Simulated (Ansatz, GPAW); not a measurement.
**Code comparison for LuGaAu (C2/m, 6 atoms in the cell)**

Self-consistent single point.

```
CELL_PARAMETERS angstrom
      5.12507    -2.20181     0.00000
      5.12507     2.20181     0.00000
     -4.56813     0.00000     5.19143
ATOMIC_POSITIONS crystal
  Lu 0.46353 0.46353 0.70337
  Lu 0.53647 0.53647 0.29663
  Ga 0.15764 0.15764 0.10714
  Ga 0.84236 0.84236 0.89286
  Au 0.82323 0.82323 0.28650
  Au 0.17677 0.17677 0.71350
```

Shared settings, as Ansatz (a first-principles code) writes them: kpoints.mp_grid.grid = 3 3 3; scf.occupations.method = fermi_dirac; scf.occupations.width = 0.0037 Ry. Potentials and cutoffs stand in the table.

```csv
code,model,pressure (GPa),largest force (eV/Å),cutoff
Ansatz,"LDA (PW92), PAW files made with PBE",-5.63,0.060,default
GPAW,"LDA (Perdew-Wang 92), GPAW PAW datasets LDA (gpaw-data 1.0.1)",-4.69,0.074,850 eV
```

Size of the force on each atom (eV/Å): Sizes of forces hide their directions.

| code | Lu1 | Lu2 | Ga3 | Ga4 | Au5 | Au6 |
|---|---|---|---|---|---|---|
| Ansatz | 0.042 | 0.042 | 0.052 | 0.052 | 0.060 | 0.060 |
| GPAW | 0.037 | 0.037 | 0.074 | 0.074 | 0.064 | 0.064 |

On Ansatz's run: spin-orbit coupling is off.

The spread over the programs that give each value: pressure within 0.94 GPa; largest force within 0.014 eV/Å.

Ansatz's pressure is given at a fixed set of plane waves, as the other plane-wave codes print theirs; with its correction for the finite basis it is -5.58 GPa.

On the base mesh (4 4 3) the same programs gave: Ansatz pressure -5.19 GPa; GPAW pressure -4.26 GPa.

The values differ from the base mesh's, so the mesh still matters here: the table compares the programs at equal settings.

The starting cell comes from a database of computed structures (which also holds hypothetical and non-ambient phases and stackings), without a prior relaxation at this level.

Left out of this page: CP2K (on another mesh); Elk (not drawn, or without a comparable value).

Keys are those of Ansatz 0.2.
